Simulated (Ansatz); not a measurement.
Base system: Gd in the hcp (Mg type) structure (space group P6_3/mmc, No. 194; a = 3.639 Å, c = 5.909 Å; ferromagnetic).

Calculations: r2SCAN in Ansatz (plane waves to 500 eV, PAW, no spin-orbit coupling), earlier PAW set.

For the base:

| Property | Value |
|---|---|
| Shortest interatomic distance | 3.625 Å |
| c/a ratio | 1.624 |
| Largest site moment | 7.58 μB |

Perturbation: full substitution Gd → Eu, then cell and atoms are relaxed.

**Question.** How does this affect the shortest interatomic distance, c/a ratio and largest site moment?

**Answer.** The shortest interatomic distance goes up by 0.2662 Å (3.625 Å → 3.892 Å); the c/a ratio drops by 0.0452, from 1.624 to 1.578; the largest site moment falls by 0.075 μB, from 7.58 μB to 7.51 μB.

Other magnetic orders, which the real material may have, were not ruled out. The state of the 4f shell was not checked for lower solutions. Whether these cells are dynamically stable was not tested. As relaxed here, Eu is a hypothetical phase, not in the database extracts checked.

Ansatz is an electronic-structure program.
